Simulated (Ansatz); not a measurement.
Base system: Ba in the bcc (W type) structure (space group Im-3m, No. 229; a = 4.8819 Å; relaxed with 0.1 eV smearing). Axes: x, y, z lie along the cube axes.

All numbers come from PBEsol (Ansatz, a quantum-chemistry and plane-wave program; PAW; 420 eV plane waves; no spin-orbit coupling).

Strains are applied to the cell and any free atomic positions relax.

One change was made to it. Results:

The energy goes up by 0.6 meV/atom; the pressure (mean of the normal stresses, compression positive) stays essentially unchanged (0.0 GPa against 0.1 GPa).

Question: Name the change that was made.
A. uniaxial strain ε_zz = −3.00 %
B. uniaxial strain ε_zz = +3.00 %
C. uniaxial strain ε_zz = −1.50 %

Answer: C, uniaxial strain ε_zz = −1.50 %. For comparison, the energy relative to the base in the other runs: uniaxial strain ε_zz = +3.00 % gives +1.8 meV/atom; uniaxial strain ε_zz = −3.00 % gives +2.3 meV/atom.

No phonon test of stability was made.
